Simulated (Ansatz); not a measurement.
**Harmonic thermodynamics of ZnS (zinc blende, F-43m)**

Per mole of formula units at the relaxed static volume; finite displacements on a 6×6×6 mesh, DFT at the r2SCAN level (Ansatz, a program for electronic structure), k mesh 6×6×6; sums on an interpolated 12×12×12 mesh. Another polymorph of this substance is known too; which is more stable was not tested here. Dynamical quadrupoles are not included in the interpolation of the phonons between the solved wave vectors. Zero-point energy 7.69 kJ/mol.

| T (K) | F_vib (kJ/mol) | S (J/mol/K) | C_V (J/mol/K) |
|---|---|---|---|
| 100 | 7.01 | 18.2 | 25.4 |
| 150 | 5.79 | 30.4 | 34.7 |
| 200 | 4.00 | 41.2 | 40.0 |
| 250 | 1.70 | 50.5 | 43.1 |
| 300 | -1.03 | 58.5 | 45.0 |
| 400 | -7.58 | 71.8 | 47.0 |
| 600 | [?] | [?] | [?] |
| 800 | -43.71 | 105.3 | 49.1 |
| 1000 | -65.90 | 116.3 | 49.4 |

Problem. Some entries are withheld; supply them.

Solution. 
- 600, F_vib (kJ/mol): -24.00
- 600, S (J/mol/K): 91.2
- 600, C_V (J/mol/K): 48.6

Whether this phase is the stable one at each condition was not tested.

The PAW data sets were generated under PBE and serve the other functionals too.
